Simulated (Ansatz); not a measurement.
An Ansatz (a quantum-chemistry and plane-wave program) run: ZrO2 with a change (Zr → Hf); r2SCAN (Ansatz, PAW, spin-orbit coupling left out), earlier PAW set.

Input:

Ansatz 0.2 input:
```yaml
crystal:
  lattice:
    - [3.576977571, 0, 0]
    - [0, 3.576977571, 0]
    - [0, 0, 5.2034846731]
  atoms:
    - { symbol: Hf, position: [0, 0, 0] }
    - { symbol: Hf, position: [0.5, 0.5, 0.5] }
    - { symbol: O, position: [0, 0.5, 0.1960777749] }
    - { symbol: O, position: [0, 0.5, 0.6960777749] }
    - { symbol: O, position: [0.5, 0, 0.3039222251] }
    - { symbol: O, position: [0.5, 0, 0.8039222251] }
basis: { ecutwfc: 500, ecutrho_ratio: 4, xc_grid: 4, fft_grid_basis: typed }
kpoints: { mp_grid: { grid: [9, 9, 7] } }
hamiltonian:
  xc: r2scan
  dispersion: none
  pseudopotentials: { azcp: { folder: ./paw }, kind: paw }
scf: { occupations: { method: fermi_dirac, width: 0.05 }, convergence: { dr2_threshold: 0.0000000006 } }
output: { forces: true, stress: true }
checkpoint: { write: state.ck, write_every: 1000 }
```

Output (explanatory and most iteration lines left out):

```
Pseudopotential: Hf, paw, valence charge 26
Pseudopotential: O, paw, valence charge 6
Crystal: 6 atoms, lattice volume = 66.577 Å³
Basis set: ecut = 500 eV, 1707 PW (Γ), exchange–correlation on 108×108×160 points (64 copies of the dense FFT grid, shifted against one another)
Bands: 44, of which v1, the nominal top of the filled ones, is band 38 counted from 1 (37 counted from 0)
Symmetry: 16 space group operations
Space group: P42/nmc (ITA 137), of the structure as read, at distance tolerance 4.1e-5 Å
k-points: 60 of 567
Functional: x = r2scan, c = r2scan; τ floored in thin density (d = 2e-4 eV/Å³)
SCF iter   1: F=—  HF=-33754.479612 eV  |F-HF|=—  |Δ(HF+E_count)|=         —  Δρ=8.99e-2  dr2=3.93e0  dr2_τ=3.44e-1  ethr=3.10e-3  ⟨swp⟩=5.7  Hψ=8360  notcnv=0
SCF iter   2: F=—  HF=-33754.110418 eV  |F-HF|=—  |Δ(HF+E_count)|=   3.69e-1  Δρ=4.60e-2  dr2=1.12e0  dr2_τ=8.23e-2  ethr=3.10e-3  ⟨swp⟩=2.0  Hψ=5640  notcnv=0  defer=120
SCF 1 converged in 11 iterations: F = -33754.030126 eV  dr2 = 1.83e-11
SCF converged after 11 iterations
Free energy (F): -33754.030126 eV
Internal energy: -33754.030126 eV  (E = F + TS)
E sigma→0 (E₀):  -33754.030126 eV
Fermi energy:    15.977188 eV
--- Forces (eV/Å), atoms counted from 1 ---
  atom   1  Hf     0.00000000     0.00000000     0.00000000
  atom   2  Hf     0.00000000     0.00000000     0.00000000
  atom   3  O      0.00000000     0.00000000    -0.00000370
  atom   4  O      0.00000000     0.00000000    -0.00000370
  atom   5  O      0.00000000     0.00000000     0.00000370
  atom   6  O      0.00000000     0.00000000     0.00000370
--- Stress (GPa, compression-positive) ---
        0.000349       0.000000       0.000000
        0.000000       0.000349       0.000000
        0.000000       0.000000       0.000487
  P = ⅓ Tr σ = 0.0004 GPa (0.004 kbar)
```

With Hf present, leaving out spin-orbit coupling can change the band edges. No phonon test of stability was made. The cell was made from ZrO2 by this change: Zr → Hf. This is not the structure that HfO2 has at room temperature and ambient pressure.
